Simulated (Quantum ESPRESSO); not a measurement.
Input and output of a self-consistent single point for PbO (P1, 8 atoms in the cell) (Quantum ESPRESSO).

Level of theory: LDA (PZ), GBRV 1.5 ultrasoft (LDA) pseudopotentials (plane waves; Quantum ESPRESSO).

```
CELL_PARAMETERS angstrom
      5.79079     0.00000     0.00000
      0.00000     5.95512     0.00000
      0.00000     0.00000     5.45170
ATOMIC_POSITIONS crystal
  Pb 0.48740 0.26743 0.75707
  Pb 0.51923 0.71735 0.25782
  Pb 0.01842 0.27367 0.24349
  Pb 0.96935 0.72986 0.74024
  O  0.11507 0.37564 0.87730
  O  0.88907 0.61646 0.35699
  O  0.38629 0.39548 0.37111
  O  0.61516 0.62411 0.87410
```

Reference input (self-consistent single point, DFT, PBEsol, plane waves, GBRV 1.5 ultrasoft (PBESOL) pseudopotentials): ecutwfc = 40 Ry; ecutrho = 200 Ry; occupations = smearing; smearing = fermi-dirac; degauss = 0.000734986 Ry; potentials = {Pb: pb_pbesol_v1.uspp.F.UPF, O: o_pbesol_v1.2.uspp.F.UPF}; K_POINTS = automatic 3 3 3 0 0 0; conv_thr = 1e-10 Ry; mixing_beta = 0.7. This run's input differs from it in these lines:

```diff
@@ -23,4 +23,4 @@
 ATOMIC_SPECIES
-Pb   207.2000  pb_pbesol_v1.uspp.F.UPF
-O     15.9990  o_pbesol_v1.2.uspp.F.UPF
+Pb   207.2000  pb_lda_v1.uspp.F.UPF
+O     15.9990  o_lda_v1.2.uspp.F.UPF
 CELL_PARAMETERS angstrom
```

Output, abridged:

```
     Self-consistent Calculation

     iteration #  1     ecut=    40.00 Ry     beta= 0.70

     negative rho (up, down):  6.033E-02 0.000E+00

     total energy              =    -783.55750908 Ry
     estimated scf accuracy    <       2.94987154 Ry

     iteration #  2     ecut=    40.00 Ry     beta= 0.70

     negative rho (up, down):  6.510E-02 0.000E+00

     total energy              =    -781.64235974 Ry
     estimated scf accuracy    <      21.74659431 Ry

     iteration #  3     ecut=    40.00 Ry     beta= 0.70

     negative rho (up, down):  6.484E-02 0.000E+00

     total energy              =    -785.27003071 Ry
     estimated scf accuracy    <       0.25427747 Ry

   [... 14 blocks of this kind left out ...]

     iteration # 18     ecut=    40.00 Ry     beta= 0.70

     negative rho (up, down):  6.457E-02 0.000E+00

     total energy              =    -785.25148806 Ry
     estimated scf accuracy    <          6.6E-10 Ry

     iteration # 19     ecut=    40.00 Ry     beta= 0.70

     negative rho (up, down):  6.457E-02 0.000E+00
     End of self-consistent calculation

     the Fermi energy is     6.1575 ev

!    total energy              =    -785.25148806 Ry
     estimated scf accuracy    <          1.1E-11 Ry
     smearing contrib. (-TS)   =       0.00000000 Ry
     internal energy E=F+TS    =    -785.25148806 Ry

     convergence has been achieved in  19 iterations

     negative rho (up, down):  6.457E-02 0.000E+00

     Forces acting on atoms (cartesian axes, Ry/au):

     atom    1 type  1   force =    -0.03569284    0.06328944   -0.01160389
     atom    2 type  1   force =     0.02260793   -0.00396833   -0.00708670
     atom    3 type  1   force =     0.02418919    0.03446440    0.01641730
     atom    4 type  1   force =    -0.00681279   -0.04849992    0.00639034
     atom    5 type  2   force =     0.01604391    0.01518438   -0.02218367
   [... lines left out ...]
     Total force =     0.118387     Total SCF correction =     0.000017
   [... lines left out ...]

     negative rho (up, down):  6.457E-02 0.000E+00
          total   stress  (Ry/bohr**3)                   (kbar)     P=      -64.97
  -0.00049260   0.00004139  -0.00000267          -72.46        6.09       -0.39
   0.00004139  -0.00042710  -0.00000257            6.09      -62.83       -0.38
  -0.00000267  -0.00000257  -0.00040527           -0.39       -0.38      -59.62

   JOB DONE.
```

The run converged in 19 iterations. Against the reference run the pressure goes from -4.37 to -6.50 GPa, the largest force goes from 1.629 to 1.892 eV/Å and the gap on the mesh goes from 2.221 to 2.201 eV.

The starting cell comes from a database of computed structures (which also holds hypothetical and non-ambient phases and stackings), without a prior relaxation at this level. Its atoms were displaced at random from the sites of space group no. 29. Spin-orbit coupling is off. With a pressure of about -6 GPa the cell is away from its equilibrium volume at this level. Forces in this geometry exceed 1 eV/Å.

Cost on one core of a shared machine: roughly 3 min.
